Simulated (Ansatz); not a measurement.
A working Ansatz (an electronic-structure program) input for a sheet of Bi2S3 (5 atoms in the cell) (DFT, PBE, plane waves, default PAW files):

Ansatz 0.2 input:
```yaml
crystal:
  lattice:
    - [3.94081300, 0.00000000, 0.00000000]
    - [-1.97040600, 3.41284400, 0.00000000]
    - [0.00000000, 0.00000000, 20.79214900]
  atoms:
    - { symbol: Bi, position: [0.33333300, 0.66666700, 0.41442400] }
    - { symbol: Bi, position: [0.00000000, 0.00000000, 0.58557600] }
    - { symbol: S, position: [0.00000000, 0.00000000, 0.33666600] }
    - { symbol: S, position: [0.66666700, 0.33333300, 0.50000000] }
    - { symbol: S, position: [0.33333300, 0.66666700, 0.66333400] }
kpoints:
  mp_grid: { grid: [8, 8, 1] }
hamiltonian:
  xc: pbe
  pseudopotentials: { kind: paw }
scf:
  occupations: { method: fermi_dirac, width: 0.05 }
output:
  forces: true
  eigenvalues: true
  stress: true
```

The run converged in 7 iterations: free energy E − TS (on the zero of these files) -27500.7781 eV; gap on the k-point mesh 1.27 eV; pressure averaged over the cell with its vacuum 0.89 GPa; largest force (vector length) 1.608 eV/Å. Each of these slips is then made, one at a time:

(1)
```diff
+efield:
+  axis: 1
+  dipole_correction: true
-  stress: true
```

(2)
```diff
-    - [3.94081300, 0.00000000, 0.00000000]
-    - [-1.97040600, 3.41284400, 0.00000000]
-    - [0.00000000, 0.00000000, 20.79214900]
+    - [2.08538800, 0.00000000, 0.00000000]
+    - [-1.04269400, 1.80599900, 0.00000000]
+    - [0.00000000, 0.00000000, 11.00273100]
```

**Question.** How does each altered input end?

**Answer.** 
(1) A dipole correction along a periodic direction. The run converged in 12 iterations without an error; against the sound input the free energy goes up by 2.32 eV/atom, the largest force goes from 1.608 to 60.25 eV/Å and the gap on the mesh goes from 1.267 to 0.514 eV.

(2) Cell lengths in the wrong unit (bohr against Å). The run converged in 24 iterations without an error; against the sound input the free energy rises by 79.4 eV/atom, the largest force goes from 1.608 to 184.2 eV/Å and no clean gap remains on the mesh (levels overlap or are partly filled), against 1.27 eV before.

The starting cell was generated: these elements placed on a structure prototype, without a prior relaxation; it need not be a known phase or ordering of this composition. Its lattice was rescaled in the plane by a random factor within 2.5 % of one. Spin-orbit coupling is off. In the base run, forces exceed 1 eV/Å.

Left out of this page: 3 runs of the series outside the window shown, repeating another row's setting, or not comparable; 1 run of the series on a method kept out of this collection; 1 run of the series stopped by limits of time or memory.
